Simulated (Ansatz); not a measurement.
Hypothetical CdI2 type CeO2, response to strain

The reference is CeO2 in the CdI2 type structure (space group P-3m1, No. 164; a hypothetical phase, not in the database extracts checked).

```
CeO2
1.0
    3.60166     0.00000     0.00000
   -1.80083     3.11913     0.00000
    0.00000     0.00000     4.52302
Ce O
1 2
Cartesian
  0.00000   0.00000   0.00000
  0.00000   2.07942   0.90612
  1.80083   1.03971   3.61690
```

Strains are applied to the cell and any free atomic positions relax.

Level of theory: PBE-D3(BJ) (Ansatz, a program for electronic structure, PAW, no spin-orbit coupling), earlier PAW set.

Notes on the quantities. pressure: mean of the normal stresses, compression positive.

```json
[
 {"isotropic strain (%)": "-4.6", "pressure (GPa)": "15.9"},
 {"isotropic strain (%)": "-0.63", "pressure (GPa)": "?"},
 {"isotropic strain (%)": "-0.33", "pressure (GPa)": "0.9"},
 {"isotropic strain (%)": "0", "pressure (GPa)": "0.0"},
 {"isotropic strain (%)": "5.39", "pressure (GPa)": "-10.3"}
]
```

Fit P = P₀ − Bδ + Cδ² with δ = (1 + ε)³ − 1 to the rows shown and predict the withheld row.

Least squares on the printed values gives P₀ = 0.0 GPa, B = 94.4 GPa (at held cell shape), C = 201 GPa (largest residual 0.0 GPa); this predicts 1.8 GPa, and the run gives 1.7 GPa, in agreement.

Stability against distortions was not tested. Seeded moments were not kept for the base. The final runs are not spin-polarised.
